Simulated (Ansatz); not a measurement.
Ti (P6_3/mmc): band-structure transport figures

Input:

```xyz
2
Lattice="2.8839 0.0000 0.0000 -1.4420 2.4976 0.0000 0.0000 0.0000 4.5691" Properties=species:S:1:pos:R:3 pbc="T T T"
Ti     0.0000     1.6650     1.1423
Ti     1.4420     0.8325     3.4268
```

These are PBEsol, rigid bands (plane waves, PAW, scalar-relativistic; Ansatz, a first-principles code) values and carry that method's errors. Condition of this run: hydrostatic pressure 2 GPa (the target of the relaxation). How the cell was made: cell and atoms relaxed with PBEsol, then loaded as said.

| Quantity | Value |
|---|---|
| density of states at the Fermi level | 1.80 states/(eV·cell), both spins |
| bare Sommerfeld coefficient | 2.1 mJ/(mol of atoms·K²) |
| Drude plasma energy | 4.0 (x), 4.0 (y), 4.1 (z) eV |
| root-mean-square Fermi velocity | 3.4e5 m/s |
| resistivity times τ | 31 (x), 31 (y), 29 (z) ×10⁻²² Ω·m·s |

A metal at this level (no band gap); rigid bands, thermally averaged at 300 K, both spins. Spin-orbit coupling is left out. τ is one relaxation time for all states.
